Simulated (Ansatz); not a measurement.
Start from Nb2AsC (space group P6_3/mmc, No. 194; a = 3.299 Å, c = 11.908 Å; a cell from a computed database, its experimental status unchecked). Axes: x lies along a and z along c of the hexagonal cell.

Method: DFT with PBEsol, PAW potentials and a 420 eV plane-wave cutoff in Ansatz (a program for electronic structure), scalar-relativistic without spin-orbit coupling.

Perturbation: the cell is scaled by 0.9817 in all directions; the atoms relax in the strained cell.

Problem. Predict the stress tensor and what it implies for the stiffness.

Solution. Stress of the strained cell less that of the base (GPa, compression positive):
```
   13.5     0.0     0.0
    0.0    13.5     0.0
    0.0     0.0    14.9
```

Then B = −ΔP/(ΔV/V₀) with ΔV/V₀ = -0.0539 gives secant stiffness values (nonlinear terms included at this strain): B (at held cell shape, above the free-shape value) ≈ 260 GPa.

As a check, the harmonic strain energy −½ V₀ Δσ:ε is 34 meV/atom; the computed energy rise is 31 meV/atom.

Whether these cells are dynamically stable was not tested. The final runs are not spin-polarised.
